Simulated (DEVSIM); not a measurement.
Structure: abrupt Si p-n junction, at 300 K.

Layer 1 from the left is Si, thickness (μm) 12.0, Na (cm⁻³) 1.7e16, τn (s) 2.4e-5, τp (s) 2.4e-5. Layer 2 from the left is Si, thickness (μm) 22.0, Nd (cm⁻³) 5e17, τn (s) 2.4e-5, τp (s) 2.4e-5.

Left contact: ohmic. Right contact: ohmic. Voltage is applied to the left contact. Recombination: SRH at mid-gap. Gap narrowing is on: ΔEg = 6.92 meV × (l + √(l² + 0.5)), l = ln(N/1.3e17 cm⁻³), shared equally by both band edges. Mobility is constant in doping.

Constants are typed, rounded textbook-type inputs, not results; the design itself was drawn at random and stands for no fabricated device. Values at 300 K.

Si: gap (eV) 1.124, affinity (eV) 4.05, permittivity 11.7, Nc (cm⁻³) 2.86e19, Nv (cm⁻³) 3.1e19, μn (cm²/Vs) 1417, μp (cm²/Vs) 470.

DEVSIM, 1D drift-diffusion, Boltzmann statistics, complete ionisation; no tunnelling, impact ionisation, image-force lowering or self-heating.

Task: What does the simulation give for the largest field in the device at zero bias, the dark forward voltage at 100 A/cm², the potential step across the device at zero bias, the dark forward voltage at 1 A/cm²?

Result: largest field in the device at zero bias 66000 V/cm; dark forward voltage at 100 A/cm² 0.755 V; potential step across the device at zero bias 0.815 V; dark forward voltage at 1 A/cm² 0.622 V.
